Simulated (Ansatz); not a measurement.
**Al2O3, pressure series**

Consider Al2O3 in the corundum structure (space group R-3c, No. 167; a = 4.809 Å, c = 13.124 Å (hexagonal axes)).

Cell and atoms are relaxed at each pressure.

Computed with PBE (Ansatz, a quantum-chemistry and plane-wave program), scalar-relativistic without spin-orbit coupling.

Two rows of this table had their results exchanged by mistake.

| pressure | volume per atom (Å³) | shortest distance (Å) | band gap |
|---|---|---|---|
| pressure −2 GPa | 8.84 | 1.880 | 5.74 eV |
| pressure −1 GPa | 8.80 | 1.877 | 5.80 eV |
| pressure 0.9 GPa | 8.06 | 1.823 | 6.87 eV |
| pressure 2.1 GPa | 8.68 | 1.869 | 5.96 eV |
| pressure 4.5 GPa | 8.60 | 1.862 | 6.08 eV |
| pressure 9 GPa | 8.45 | 1.852 | 6.29 eV |
| pressure 15 GPa | 8.27 | 1.838 | 6.56 eV |
| pressure 22.5 GPa | 8.73 | 1.872 | 5.90 eV |
| pressure 30 GPa | 7.88 | 1.809 | 7.15 eV |

Which two?

The rows for pressure 0.9 GPa and pressure 22.5 GPa: the volume has to fall steadily with pressure, so 8.73 Å³ belongs to pressure 0.9 GPa and 8.06 Å³ to pressure 22.5 GPa.

Load acts through the strain it causes; cell and atoms are relaxed under it. Stability against distortions was not tested. No other phases were tried under pressure.
